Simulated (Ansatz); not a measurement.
The cell is made up: elements placed on another compound's structure type, so the phase may be hypothetical.

By PBEsol, the system below comes out a metal.

A figure of merit of an interconnect metal is its ballistic conductance per area.

Here is the system:

```
CELL_PARAMETERS angstrom
      5.75304     0.00000     0.00000
     -2.87652     4.98228     0.00000
      2.87652     1.66076     2.34867
ATOMIC_POSITIONS crystal
  Ga 0.00000 0.00000 0.00000
  Mo 0.50000 0.50000 0.00000
  Mo 0.50000 0.00000 0.00000
  Mo 0.00000 0.50000 0.00000
  N  0.00000 0.50000 0.50000
```

Space group of this cell: Pm-3m, anti-perovskite. The cell was relaxed by PBE-D3(BJ); by PBEsol its mean pressure is -1.1 GPa.

The current flows along the normal of the first two printed cell vectors. No spin-orbit coupling; the value is a mean over 0.1 eV about the Fermi level.

Q: Compute, with PBEsol run with Ansatz (an electronic-structure program), the ballistic conductance per area.

A: 0.79 × 10¹⁵ S/m² for both spins.
